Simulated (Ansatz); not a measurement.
Base system: CaF₂ in the rutile structure (space group P4_2/mnm, No. 136; a = 5.155 Å, c = 3.541 Å; a hypothetical phase, not in the database extracts checked).

Levels (all Ansatz, a first-principles code, PAW): PBEsol (420 eV, spin-orbit coupling left out); r2SCAN (500 eV, no SOC); HSE06 (420 eV, no spin-orbit coupling).

One geometry, relaxed with PBEsol, under each level:

| level | band gap | lowest conduction level above the VBM at special points | pressure |
|---|---|---|---|
| PBEsol | 6.83 eV | Γ 6.83 eV; X 8.61 eV; M 8.76 eV; R 8.89 eV | 0.0 kbar |
| r2SCAN | 7.65 eV | Γ 7.65 eV; X 9.44 eV; M 9.64 eV; R 9.76 eV | 7.7 kbar |
| HSE06 | 9.03 eV | Γ 9.03 eV; X 10.92 eV; M 11.31 eV | – |

Single points use the geometry relaxed with PBEsol. Their cutoffs differ, which shifts pressures a little. Whether these cells are dynamically stable was not tested.
